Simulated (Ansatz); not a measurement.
The starting structures come from a database of crystals and need not be the phases stable at ambient conditions.

```xyz
14
Lattice="6.6595 0.0000 0.0000 0.0000 8.2623 0.0000 0.0000 2.0659 6.2776" Properties=species:S:1:pos:R:3 pbc="T T T"
Sr     1.6649     0.9842     1.7808
Sr     4.9947     9.3440     4.4968
Sr     1.6649     5.1801     1.4114
Sr     4.9947     5.1481     4.8662
Si     1.6649     3.1686     4.5280
Si     4.9947     7.1596     1.7496
S      1.6649     9.5848     5.5647
S      4.9947     0.7434     0.7128
S      1.6649     4.9044     5.7559
S      4.9947     5.4238     0.5217
S      3.3167     3.2253     3.2039
S      3.3429     7.1029     3.0736
S      6.6464     7.1029     3.0736
S      0.0131     3.2253     3.2039
```

Space group of this cell: P2_1/m. The cell is taken as given.

Transport runs along the normal of the first two printed cell vectors.

No gap correction and no spin-orbit coupling; mid-gap values are interpolated between computed energies.

Problem. Give the band gap and the smallest decay constant κ at mid-gap that r2SCAN (Ansatz, a first-principles code) yields.

Solution. Gap 3.40 eV on a 6×4×6 mesh; κ = 0.320 1/Å, at the zone centre.
